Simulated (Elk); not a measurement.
Band structure of Pb (Fm-3m, 1 atom in the cell).

```
CELL_PARAMETERS angstrom
      0.00000     2.51970     2.51970
      2.51970     0.00000     2.51970
      2.51970     2.51970     0.00000
ATOMIC_POSITIONS crystal
  Pb 0.00000 0.00000 0.00000
```

Level of theory: PBE, all-electron FP-LAPW, Elk's shipped species files, default APW+lo basis (Elk).

Settings: xctype = 20; swidth = 0.00367493 Ha; ngridk = 8 8 8; maxscl = 100.

The starting cell comes from a database of computed structures (which also holds hypothetical and non-ambient phases and stackings), without a prior relaxation at this level. Its lattice was rescaled by a random factor within 2.5 % of one. Spin-orbit coupling is off. Values depend on the basis (sphere radii, cutoffs, local orbitals), which need not be converged.

Levels in eV from the Fermi level, bands 4 to 10:
| point | 4 | 5 | 6 | 7 | 8 | 9 | 10 |
|---|---|---|---|---|---|---|---|
| Γ | -16.77 | -16.77 | -11.37 | 7.07 | 7.07 | 7.07 | 10.14 |
| X | -16.62 | -16.62 | -6.74 | -3.04 | 2.02 | 2.02 | 5.30 |
| W | -16.73 | -16.61 | -6.65 | -1.24 | -1.24 | 0.35 | 10.56 |
| K | -16.70 | -16.65 | -6.82 | -2.10 | -1.09 | 2.90 | 6.38 |
| L | -16.62 | -16.62 | -8.03 | -3.92 | 5.34 | 5.34 | 9.06 |
| U | -16.70 | -16.65 | -6.82 | -2.10 | -1.09 | 2.90 | 6.38 |

Bands cross the Fermi level along this path, so the cell is metallic at this level.
